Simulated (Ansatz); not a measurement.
# NaI (Cmmm, No. 65, 4 atoms in the cell; start mp-1246268; a measured phase of this formula has another space group)

These are HSE06+SOC in Ansatz (plane waves, PAW) values and carry that method's errors.

Run with plane-wave cutoff 460 eV, 6×6×4 k mesh (along the axes of the cell as run), Fermi–Dirac smearing 0.01 eV, PAW data made under PBE.

Cell (relaxed with PBE-D3(BJ)):

```
CELL_PARAMETERS angstrom
      4.77868     0.00000     0.00000
      0.00000     4.09845     0.00000
      0.00000     0.00000     6.76062
ATOMIC_POSITIONS crystal
  Na 0.25000 0.50000 0.24998
  Na 0.75000 0.50000 0.75002
  I  0.25000 0.00000 0.74998
  I  0.75000 0.00000 0.25002
```

- band gap = 3.30 eV (on the SCF k mesh) (indirect)
- smallest direct gap on the k points sampled = 3.54 eV

Note: cell and atoms aren't relaxed at this level (pressure 1.0 GPa).

Static lattice: no zero-point or thermal effects.

A start named mp-… is a Materials Project structure, which need not be a measured phase.

Ansatz is an electronic-structure program.
